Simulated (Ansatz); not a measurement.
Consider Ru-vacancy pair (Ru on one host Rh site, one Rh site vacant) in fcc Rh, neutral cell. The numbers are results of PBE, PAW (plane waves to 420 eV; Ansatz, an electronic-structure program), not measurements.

32-site cell at the relaxed PBE lattice, a 2×2×2 k-point mesh shifted by half a step, smearing 0.10 eV, spin-restricted, no finite-size correction. Static, classical nuclei. Forms of the defect that were not tried may lie lower.

Barriers: single points on a 4×4×4 k-point mesh shifted by half a step at the bands' geometries (they differ from the bands' own by up to 0.05 eV, and are uncertain by about as much).

A. Ru and the vacancy change places (Ru-vacancy distance between ideal sites 2.71 Å throughout); the atom moves 2.73 Å along (0.00, 0.50, 0.50) of the unit cell; the moving atom starts with neighbours 5 Rh at 2.68, 6 Rh at 2.70 Å and ends with 5 Rh at 2.68, 6 Rh at 2.70 Å; saddle order not checked, on a symmetry element.
B. a nearby Rh atom hops onto the vacant site (Ru-vacancy distance between ideal sites 2.71 Å throughout); the atom moves 2.63 Å along (-0.49, 0.49, 0.00) of the unit cell; the moving atom starts with neighbours Rh at 2.66, Rh at 2.68, 2 Rh at 2.69, 2 Rh at 2.71, 2 Rh at 2.73, Rh at 2.74, Rh at 2.75; Ru at 2.68 Å and ends with Rh at 2.66, Rh at 2.68, 2 Rh at 2.69, 2 Rh at 2.71, 2 Rh at 2.73, Rh at 2.74, Rh at 2.75; Ru at 2.68 Å; saddle order not checked, on a symmetry element.

A band can be held on a symmetry element, so unchecked saddle points there may be too high.

Problem. Order them by forward barrier (lowest first) at the level PBE, PAW.

Solution. B (1.79 eV), A (2.18 eV)
